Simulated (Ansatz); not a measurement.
Cu in the fcc (Cu type) structure, quasi-harmonic approximation with Ansatz (a quantum-chemistry and plane-wave program), PBEsol functional, plane-wave PAW. The pressure is 5 GPa. The structure is held there; whether it is the stable one at that pressure was not tested.

```csv
T (K),α_L (10⁻⁶/K),C_P (J/mol/K),bulk modulus B_T (GPa),γ
150,10.1,19.5,188,1.96
350,13.2,24.6,180,1.99
400,13.5,25.1,178,2.00
550,14.3,26.0,172,2.01
750,___,27.0,164,2.03
800,15.5,27.2,161,2.03
850,___,27.4,159,2.04
1000,16.5,28.1,153,2.05
```

Problem. Some entries are withheld; supply them.

Solution. 
- 750, α_L (10⁻⁶/K): 15.3
- 850, α_L (10⁻⁶/K): 15.8

Whether this phase is the stable one at each condition was not tested.

The PAW data sets were generated under PBE and serve the other functionals too.
